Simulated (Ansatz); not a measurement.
Structure of amorphous Al28O43Zn (periodic cell):

```xyz
72
Lattice="9.2419 0.0000 0.0000 0.0000 9.2419 0.0000 0.0000 0.0000 9.2419" Properties=species:S:1:pos:R:3 pbc="T T T"
Al     0.4718     8.8205     2.9411
Al     3.2489     2.9914     8.9465
Al     4.6813     1.2365     2.2598
Al     4.0848     6.0481     8.0997
Al     5.1331     0.9972     8.6957
Al     6.6761     1.3246     4.6105
Al     3.1986     7.6253     3.7036
Al     4.4437     4.4470     3.3839
Al     8.3116     3.6270     5.6651
Al     7.3960     3.0514     2.5496
Al     0.2439     8.6859     8.3728
Al     0.7842     1.3124     0.9146
Al     7.9794     7.6521     4.8486
Al     3.8862     0.8579     6.0893
Al     2.1682     2.4627     3.6453
Al     6.4581     8.1421     7.0188
Al     1.8631     7.1984     0.7066
Al     4.8046     7.5018     1.6438
Al     7.2179     8.4642     0.8583
Al     0.2908     4.1908     0.9089
Al     8.9560     5.7790     7.4904
Al     5.2896     3.1282     6.9433
Al     0.6321     0.9869     5.8560
Al     0.9661     5.7833     3.1520
Al     2.1795     7.5590     6.1465
Al     5.8441     5.5790     5.7128
Al     8.1274     2.5299     8.3838
Al     7.2210     5.8416     2.7852
O      8.6198     4.3580     8.5606
O      4.2057     1.9059     0.6946
O      0.0066     1.1961     8.5692
O      1.6561     8.9670     0.2948
O      1.3003     1.2700     2.6579
O      1.7266     4.1753     3.7699
O      8.6133     9.1281     1.6160
O      7.8975     2.6859     4.2399
O      6.6121     6.3881     4.3825
O      6.5458     6.9471     1.5511
O      2.6398     6.1936     7.1288
O      5.5837     9.1166     0.7902
O      1.1374     8.8060     6.8078
O      2.1850     1.6954     5.2839
O      8.7562     6.9793     3.3509
O      4.2067     8.8177     2.7862
O      7.9914     6.9409     6.4911
O      3.8438     2.7102     3.1077
O      4.9580     9.1354     7.3420
O      4.1235     6.2278     2.9355
O      3.7219     2.0612     7.4728
O      6.7759     8.9314     5.3561
O      6.7238     4.1706     6.3403
O      6.3595     2.2399     8.1846
O      8.5660     4.6628     2.4760
O      0.5078     6.9026     8.6280
O      6.3303     1.5030     2.8513
O      1.3964     5.5473     1.3827
O      1.8156     7.7148     2.5147
O      0.2889     4.8210     6.0722
O      1.8878     6.6266     4.6495
O      9.1615     9.1532     4.5892
O      1.6627     2.9970     0.4571
O      4.3197     4.2979     8.2620
O      5.4647     6.5907     7.1146
O      3.6926     6.9477     0.3297
O      7.5746     8.5065     8.3847
O      3.4164     8.5188     5.3000
O      5.2615     1.9237     5.5107
O      4.3827     4.6387     5.2140
O      6.0894     4.3332     2.6639
O      8.6947     2.1632     6.5261
O      8.4093     2.6229     1.1136
Zn     2.2949     4.8229     5.6112
```

The numbers are results of PBE, scalar-relativistic without spin-orbit coupling (plane waves to 420 eV, PAW; Ansatz, a quantum-chemistry and plane-wave program), not measurements.

Preparation: random packing, a CHGNet melt and quench, and a DFT relaxation. O atoms were pushed apart under 1.9 Å during the dynamics, to hinder bonds among them. The hot cell started wider than the set density and was brought back towards it in steps. It is the lowest in DFT energy of 2 quenches. It is a model cell: composition and starting density were chosen by hand, and all elements were melted together. No dispersion term was used. Its density started from a set value of 3.17 and ended at 3.17 g/cm³. Cooling (nominally 280 K/ps over its main leg) ran many orders faster than in experiment, which tends to leave more defects and strain. One small periodic cell is one sample of the glass; other quenches scatter about these values. The volume was held where the preparation left it, at a PBE pressure of 2.5 GPa. Stress components on the final sampling reach 7.4 GPa. Cycles of charging lowered its energy after that relaxation.

Neighbours within Al-Al 2.66 Å, Al-O 2.32 Å, Al-Zn 2.67 Å, O-O 1.58 Å, O-Zn 2.26 Å, Zn-Zn 2.68 Å count as bonded. Two cations that share two anions don't count as bonded, nor two that share one unless they lie closer than Al-Al 2.59 Å, Al-Zn 2.60 Å, Zn-Zn 2.61 Å.

Task: Give the coordination numbers, mean bond lengths and angles.

Result: 
```yaml
Mean coordination of Al by anions: 4.68 (11 with 4, 15 with 5, 2 with 6)
Mean coordination of O: 3.16 (36 with 3, 7 with 4)
Mean coordination of Zn by anions: 5.00 (1 with 5)
Mean Al-O bond: 1.851 Å (spread 0.097 Å, 131 counted)
Mean O-Zn bond: 2.076 Å (spread 0.033 Å, 5 counted)
Bond angle at Al: mean 106.8°, spread 23.5°
Bond angle at O: mean 115.2°, spread 18.7°
Bond angle at Zn: mean 103.6°, spread 32.0°
```

Task: List the pairs of like atoms that count as bonded by the rules above.

Result: There are none by these rules.
